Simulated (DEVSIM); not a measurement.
Device: illuminated Si p-on-n cell, one wavelength, at 350 K.

Layer 1 from the left is Si, thickness (μm) 0.330, Na (cm⁻³) 1.2e19, τn (s) 8.3e-8, τp (s) 1.4e-7, absorption coefficient (cm⁻¹) 550. Layer 2 from the left is Si, thickness (μm) 84.0, Nd (cm⁻³) 5.9e16, τn (s) 9.2e-7, τp (s) 9.2e-7, absorption coefficient (cm⁻¹) 550.

Left contact: ohmic, minority electron recombination velocity 5000 cm/s. Right contact: ohmic, minority hole recombination velocity 2e5 cm/s. Voltage is applied to the left contact. Recombination: SRH at mid-gap, radiative, Auger. Light enters at the left, 2.4e16 photons cm⁻² s⁻¹, one pass, no reflection. Mobility is μmin + (μ − μmin)/(1 + (N/Nref)^α).

Constants are typed, rounded textbook-type inputs, not results; the design itself was drawn at random and stands for no fabricated device. Values at 300 K; Nc and Nv go as T^1.5, mobilities as T to minus their exponent, the gap by Varshni's rule with the affinity fixed.

Si: gap (eV) 1.124, affinity (eV) 4.05, permittivity 11.7, Nc (cm⁻³) 2.86e19, Nv (cm⁻³) 3.1e19, μn (cm²/Vs) 1417, μp (cm²/Vs) 470, μn,min 52, μp,min 45, Nref,n 9.7e16, Nref,p 2.2e17, αn 0.68, αp 0.72, T exponent of μn 2.3, T exponent of μp 2.2, B (cm³/s) 4.7e-15, Cn (cm⁶/s) 2.8e-31, Cp (cm⁶/s) 9.9e-32, Varshni α (eV/K) 0.000473, Varshni β (K) 636.

Simulated with DEVSIM: 1D drift-diffusion, Boltzmann statistics, complete ionisation; no tunnelling, impact ionisation, image-force lowering or self-heating.

Dark forward current:

| |V| (V) | |J| (A/cm²) |
|---|---|
| 0.05 | 6.687e-8 |
| 0.10 | 2.299e-7 |
| 0.15 | 6.891e-7 |
| 0.20 | 2.177e-6 |
| 0.25 | 7.773e-6 |
| 0.30 | 3.177e-5 |
| 0.35 | 0.0001445 |
| 0.40 | 0.0007037 |
| 0.45 | 0.003556 |
| 0.50 | 0.01829 |
| 0.55 | 0.09462 |
| 0.60 | 0.4817 |
| 0.65 | 2.253 |
| 0.70 | 8.398 |
| 0.75 | 23.55 |
| 0.80 | 54.59 |
| 0.85 | 114.0 |
| 0.90 | 221.2 |
| 0.95 | 398.0 |
| 1.00 | 656.8 |
| 1.05 | 994.6 |
| 1.10 | 1401 |
| 1.15 | 1867 |
| 1.20 | 2383 |

Task: Work out the local ideality factor n = ΔV / (kT/q · ln(J2/J1)) between the rows 0.15 and 0.20 V, 0.50 and 0.55 V, 1.15 and 1.20 V.

Result: kT/q = 30.16 mV. From 0.15 to 0.20 V: ln(2.177e-6/6.891e-7) = 1.150, n = 1.44. From 0.50 to 0.55 V: ln(0.09462/0.01829) = 1.644, n = 1.01, near the 1 of diffusion or emission over a barrier. From 1.15 to 1.20 V: ln(2383/1867) = 0.244, n = 6.79.

Task: What current could the absorbed light give at most, and what share is collected?

Result: Σ αd = 4.64, so qΦ(1 − exp(−Σ αd)) = 3.81 mA/cm². The simulated short-circuit current is 2.306 mA/cm², a share of 0.61.

Task: Estimate the open-circuit voltage by superposition: the voltage at which the dark current equals that short-circuit current.

Result: Interpolating ln J in the table gives 0.437 V. The simulation gives 0.437 V, the same within the digits that matter. Superposition holds where collection doesn't change with voltage.

Task: Estimate the fill factor from FF0 = (v − ln(v + 0.72))/(v + 1), v = qVoc/(nkT), with n from the dark curve.

Result: The rows about Voc, 0.40 and 0.45 V, give n = 1.02, so v = 14.2 and FF0 = 0.756. The simulation gives 0.753, the same within the digits that matter.
